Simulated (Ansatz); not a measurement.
CrI₃ (model structure, started from the BiI3 type, R-3, No. 148, 8 atoms in the cell), treated with r²SCAN in Ansatz (PAW).

Numerical settings: plane-wave cutoff 560 eV, 6×6×6 k mesh, Fermi–Dirac smearing 0.01 eV, spin-polarised with parallel moments, scalar-relativistic PAW data made under PBE.

Cell (relaxed at this level):

```
CELL_PARAMETERS angstrom
      3.48687     2.01314     6.92260
     -3.48687     2.01314     6.92260
      0.00000    -4.02629     6.92260
ATOMIC_POSITIONS crystal
  Cr 0.33353 0.33353 0.33353
  Cr 0.66647 0.66647 0.66647
  I  0.07470 0.71978 0.43176
  I  0.43176 0.07470 0.71978
  I  0.71978 0.43176 0.07470
  I  0.92530 0.28022 0.56824
  I  0.56824 0.92530 0.28022
  I  0.28022 0.56824 0.92530
```
Starting moments (μB, in the order of the record's atoms Cr Cr I I I I I I): 3.0 3.0 0.0 0.0 0.0 0.0 0.0 0.0.

Task: What does this level give for the band gap, smallest direct gap on the k points sampled and direct gap at Γ?

Result: 
- band gap = 1.41 eV
- smallest direct gap on the k points sampled = 1.49 eV
- direct gap at Γ = 1.58 eV

Note: the magnetic order was assumed, not searched for or taken from measurement; the relaxation could raise the start's symmetry but not lower it, so the cell can be a saddle point; the cell has widely spaced layers and the level no dispersion term, so their spacing and the moduli can rest on weak binding.

Spin–orbit coupling is not included; with these elements it can move the gap by several tenths of an eV or more.

Static lattice: no zero-point or thermal effects.

A model structure was made by putting elements into a prototype or built by hand; it is no filed structure, need not be a known phase, and can be a saddle point held by its symmetry.

Ansatz is a first-principles code.
